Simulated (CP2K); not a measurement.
Band structure of KBr (Fm-3m, 2 atoms in the cell).

```
KBr
1.0
    4.66690     0.00000     0.00000
    2.33345     4.04166     0.00000
    2.33345     1.34722     3.81051
K Br
1 1
Direct
  0.00000   0.00000   0.00000
  0.50000   0.50000   0.50000
```

Method: CP2K with PBE, GPW, DZVP-MOLOPT-SR-GTH basis, GTH-PBE potentials (GTH_POTENTIALS).

Settings: CUTOFF = 500 Ry; REL_CUTOFF = 50 Ry; SMEAR/METHOD = FERMI_DIRAC; ELECTRONIC_TEMPERATURE = 580.23 K; KPOINTS/SCHEME = MACDONALD 6 6 6 0.08333333333 0.08333333333 0.08333333333; XC_FUNCTIONAL = PBE; K/BASIS_SET = DZVP-MOLOPT-SR-GTH; K/POTENTIAL = GTH-PBE-q9; Br/BASIS_SET = DZVP-MOLOPT-SR-GTH; Br/POTENTIAL = GTH-PBE-q7; METHOD = GPW; EPS_DEFAULT = 1e-10; EXTRAPOLATION = USE_GUESS; NGRIDS = 5.

The starting cell has typed, rounded lattice constants, without a prior relaxation at this level. Values carry the incompleteness of an atom-centred basis.

Q: Predict the gap along the standard path and the places of the band edges.

A: The gap along the path is 4.52 eV, direct at Γ to within 0.01 eV.

Levels in eV from the top of the valence band on the SCF mesh, bands 5 to 9:
```tsv
point	5	6	7	8	9
Γ	-11.41	0.00	0.00	0.00	4.52
X	-11.44	-0.82	-0.29	-0.29	6.30
W	-11.29	-0.59	-0.59	-0.54	7.72
K	-11.31	-0.70	-0.64	-0.34	7.09
L	-11.12	-1.18	-0.34	-0.34	7.36
U	-11.31	-0.70	-0.64	-0.34	7.09
```

Higher empty bands are left out: an atom-centred basis made for the valence describes them poorly.
